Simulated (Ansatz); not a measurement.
# Effect of biaxial strain +0.74 %, plane normal [001], relaxed out of plane on Si

The parent structure is Si in the diamond structure (space group Fd-3m, No. 227; a = 5.434 Å). Axes: x, y, z lie along the cube axes.

The change: biaxial strain +0.74 %, plane normal [001], relaxed out of plane (Cartesian); in-plane vectors clamped, the third vector and the atoms free.

Level of theory: Kohn–Sham DFT with the PBEsol functional, run in Ansatz (a program for electronic structure) with PAW and 420 eV plane waves, no spin-orbit coupling. Γ-centred 11×11×11 mesh, Fermi–Dirac width 0.05 eV.

| quantity | base | changed | shift |
|---|---|---|---|
| volume per atom | 20.05 Å³ | 20.23 Å³ | +0.18 Å³ |
| space group | Fd-3m (No. 227) | I4_1/amd (No. 141) | – |
| shortest interatomic distance | 2.353 Å | 2.360 Å | +0.007 Å |
| energy relative to the base (free energy F) | 0 meV/atom | +1.1 meV/atom | +1.1 meV/atom |
| band gap | 0.47 eV | 0.34 eV | -0.123 eV |
| gap character | – | indirect, Γ → Γ–M (87 % along) | – |
| smallest direct gap | 2.52 eV | 2.42 eV | -0.10 eV |
| electron mass | 0.93 mₑ along k, 0.19 mₑ across (off the special points) | 0.92 mₑ along k, 0.19 mₑ across (off the special points) | – |
| hole mass | – | 0.16 mₑ out of plane, 0.25 mₑ in plane (at Γ) | – |
| valence-band top at Γ (three highest levels, from the VBM) | 0.00, 0.00, 0.00 eV | 0.00, -0.09, -0.09 eV | – |
| out-of-plane strain | – | -0.59 % | – |

Cost of the whole job for the changed cell (relaxation, final SCF and bands): very roughly 17 core-seconds.

Masses are band curvatures over ±0.01 Å⁻¹ around the edge. Along k means along the line from Γ to the band edge. Stability against distortions was not tested. Labels are those of the standard path for the cell's own space group.
